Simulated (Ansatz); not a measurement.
## Cu3N: response to strain

The reference is Cu3N (space group Pm-3m, No. 221).

```
Cu3N
1.0
    3.76491     0.00000     0.00000
    0.00000     3.76491     0.00000
    0.00000     0.00000     3.76491
Cu N
3 1
Direct
  0.50000   0.00000   0.00000
  0.00000   0.50000   0.00000
  0.00000   0.00000   0.50000
  0.00000   0.00000   0.00000
```

Strains are applied to the cell and any free atomic positions relax.

The values are results of PBEsol/PAW in Ansatz (a quantum-chemistry and plane-wave program), spin-orbit coupling left out, not measurements.

```tsv
isotropic strain (%)	pressure (GPa)
0	0.0
0.6	-2.3
1.2	?
1.8	-6.3
2.4	-8.1
3	-9.7
```

Fit P = P₀ − Bδ + Cδ² with δ = (1 + ε)³ − 1 to the rows shown and predict the withheld row.

Least squares on the printed values gives P₀ = 0.0 GPa, B = 130 GPa, C = 272 GPa (largest residual 0.0 GPa); this predicts -4.4 GPa, and the run gives -4.4 GPa, in agreement.

No phonon test of stability was made. All final runs are without spin polarisation.
